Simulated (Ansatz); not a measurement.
Reference: Pb (Fm-3m), PBEsol, DFPT electron-phonon coupling, linearised Boltzmann equation (plane waves, PAW, scalar-relativistic; Ansatz, a first-principles code); geometry: relaxed with this functional, without spin-orbit coupling.

```
Pb
1.0
    0.00000     2.47107     2.47107
    2.47107     0.00000     2.47107
    2.47107     2.47107     0.00000
Pb
1
Direct
  0.00000   0.00000   0.00000
```

The resistivity at 300 K comes out as 11.5 μΩ·cm and the mean free path at 300 K is 7.7 nm. The electron-phonon coupling λ comes out as 1.08 and the logarithmic mean phonon energy comes out as 5.4 meV.

Task: Swap Pb for Pt, keeping the structure type. How do these values move?

Result: Pt (Fm-3m): volume per atom 30.2 to 15.0 Å³; resistivity at 300 K falls (11.5 μΩ·cm to 7.5 μΩ·cm); mean free path at 300 K falls (7.7 nm to 6.2 nm); electron-phonon coupling λ falls (1.08 to 0.50); logarithmic mean phonon energy rises (5.4 meV to 10.5 meV).

Task: Replace Pb by Al on the same sites and relax. What happens?

Result: Al (Fm-3m): volume per atom 30.2 to 16.1 Å³; resistivity at 300 K falls (11.5 μΩ·cm to 2.3 μΩ·cm); mean free path at 300 K rises (7.7 nm to 23 nm); electron-phonon coupling λ falls (1.08 to 0.40); logarithmic mean phonon energy rises (5.4 meV to 25 meV).

Task: Replace Pb by Ag on the same sites and relax. What happens?

Result: Ag (Fm-3m): volume per atom 30.2 to 16.6 Å³; resistivity at 300 K falls (11.5 μΩ·cm to 1.64 μΩ·cm); mean free path at 300 K rises (7.7 nm to 52 nm); electron-phonon coupling λ falls (1.08 to 0.124); logarithmic mean phonon energy rises (5.4 meV to 12.7 meV).

Moves up to 8 % count as about the same. Metals; harmonic phonons alone scatter; means over directions. The mean free path is weighted by the current that each state carries. Halving the electron mesh moves these values by up to 6 %; q meshes are mostly untested. Some of the runs warned that the eigensolver left states short of its tolerance. Spin-orbit coupling is left out.

The missing spin-orbit coupling matters most for Pb (Fm-3m), Pt (Fm-3m).
